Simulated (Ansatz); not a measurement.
An Ansatz (a program for electronic structure) run: GaN with a change (biaxial strain +1.25 %, plane normal [111], relaxed out of plane); Ansatz r2SCAN, without spin-orbit coupling.

Input:

Ansatz 0.2 input:
```yaml
crystal:
  lattice:
    - [3.2202554167, 0, 0]
    - [1.6101277083, 2.7888229975, 0]
    - [1.6101277083, -0.9296076658, 2.5806362867]
  atoms:
    - { symbol: Ga, position: [0, 0, 0] }
    - { symbol: N, position: [0.5, 0.25, 0.75] }
basis: { ecutwfc: 500, ecutrho_ratio: 4, xc_grid: 4, fft_grid_basis: typed }
kpoints: { mp_grid: { grid: [13, 13, 13] } }
hamiltonian:
  xc: r2scan
  dispersion: none
  pseudopotentials: { kind: paw }
scf: { occupations: { method: fermi_dirac, width: 0.05 } }
relax: { f_tol: 0.005, max_steps: 50, cell: { stress_tol: 0.01, fix: [a, b, gamma] } }
output: { forces: true, stress: true }
checkpoint: { write: state.ck, write_every: 1000 }
```

Output (explanatory and most iteration lines left out):

```
Relaxation: its limit of steps is 50 (relax.max_steps)
Pseudopotential: Ga, paw, valence charge 13
Pseudopotential: N, paw, valence charge 5
Crystal: 2 atoms, lattice volume = 23.176 Å³
Basis set: ecut = 500 eV, 585 PW (Γ), exchange–correlation on 96×96×96 points (64 copies of the dense FFT grid, shifted against one another)
Bands: 13, of which v1, the nominal top of the filled ones, is band 9 counted from 1 (8 counted from 0)
Symmetry: 6 space group operations
Space group: R3m (ITA 160), of the structure as read, at distance tolerance 2.9e-5 Å
k-points: 231 of 2197 (time reversal used)
Functional: x = r2scan, c = r2scan; τ floored in thin density (d = 2e-4 eV/Å³)
SCF iter   1: F=—  HF=-4176.331910 eV  |F-HF|=—  |Δ(HF+E_count)|=         —  Δρ=1.23e-2  dr2=1.33e-2  dr2_τ=8.97e-2  ethr=1.77e-3  ⟨swp⟩=4.9  Hψ=15314  notcnv=0
SCF iter   2: F=—  HF=-4176.361808 eV  |F-HF|=—  |Δ(HF+E_count)|=   2.99e-2  Δρ=4.50e-3  dr2=2.94e-3  dr2_τ=1.07e-4  ethr=7.36e-5  ⟨swp⟩=2.0  Hψ=7854  notcnv=0
SCF 1 converged in 8 iterations: F = -4176.361972 eV  dr2 = 2.10e-8
relax step   1: F+E_penalty+E_count = -4176.36197155 eV  Δ(F+E_penalty+E_count) = +0.000e0 eV  max|allowed force component| = 1.755e-1 eV/Å  Δτ_max = 0.0000 Å  P = -3.410 GPa  Ω = 23.176 Å³  fix = [a, b, gamma]  reactions: a -5.806, b -5.806 GPa  (8 SCF iters, dr2 threshold 1.00e-7 eV, accepted)
[... steps on the carried basis left out ...]
relax step   6: F+E_penalty+E_count = -4176.36317391 eV  Δ(F+E_penalty+E_count) = -1.014e-6 eV  max|allowed force component| = 1.591e-5 eV/Å  Δτ_max = 0.0000 Å  P = -3.672 GPa  Ω = 23.198 Å³  energy of the carried Pulay correction = +8.194e-7 eV  fix = [a, b, gamma]  reactions: a -5.509, b -5.509 GPa  (3 SCF iters, dr2 threshold 2.23e-9 eV, accepted)
Crystal: 2 atoms, lattice volume = 23.198 Å³
SCF iter   1: F=—  HF=-4176.363174 eV  |F-HF|=—  |Δ(HF+E_count)|=         —  Δρ=2.21e-6  dr2=5.24e-10  dr2_τ=6.27e-11  ethr=1.64e-8  ⟨swp⟩=3.0  Hψ=24485  notcnv=0
SCF iter   2: F=—  HF=-4176.363173 eV  |F-HF|=—  |Δ(HF+E_count)|=   2.38e-7  Δρ=1.20e-6  dr2=1.29e-10  dr2_τ=1.82e-11  ethr=2.91e-12  ⟨swp⟩=2.1  Hψ=5079  notcnv=0
SCF 7 converged in 4 iterations: F = -4176.363173 eV  dr2 = 2.02e-13
SCF converged after 4 iterations
Free energy (F): -4176.363173 eV
Internal energy: -4176.363173 eV  (E = F + TS)
E sigma→0 (E₀):  -4176.363173 eV
Fermi energy:    10.256648 eV
--- Forces (eV/Å), atoms counted from 1 ---
  atom   1  Ga     0.00000000     0.00000000    -0.00000689
  atom   2  N     -0.00000000    -0.00000000     0.00000160
--- Stress (GPa, compression-positive) ---
       -5.509338       0.000000      -0.000000
        0.000000      -5.509338       0.000000
       -0.000000       0.000000       0.002818
  P = ⅓ Tr σ = -3.6720 GPa (-36.720 kbar)
--- Relaxed structure (5 steps of the walk, 5 accepted, 2 SCFs on fresh bases) ---
  cell:  # Å, volume = 23.1982 Å³
    - [3.220255416678844, 2.8867471470919548e-11, 4.159504791643502e-11]
    - [1.610127708314422, 2.7888229975327556, 2.786374148436111e-12]
    - [1.6101277083143901, -0.9296076658083241, 2.5831131851846423]
  atoms:
    - { symbol: Ga, position: [0.0016486381003458193, -0.0008243190501729095, -0.002472957150518729] }
    - { symbol: N, position: [0.498351361899654, 0.2508243190501729, 0.7524729571505189] }
```

Whether these cells are dynamically stable was not tested. The cell was made from GaN in the zinc blende structure (space group F-43m, No. 216) by this change: biaxial strain +1.25 %, plane normal [111], relaxed out of plane. This is not the structure that GaN has at room temperature and ambient pressure.
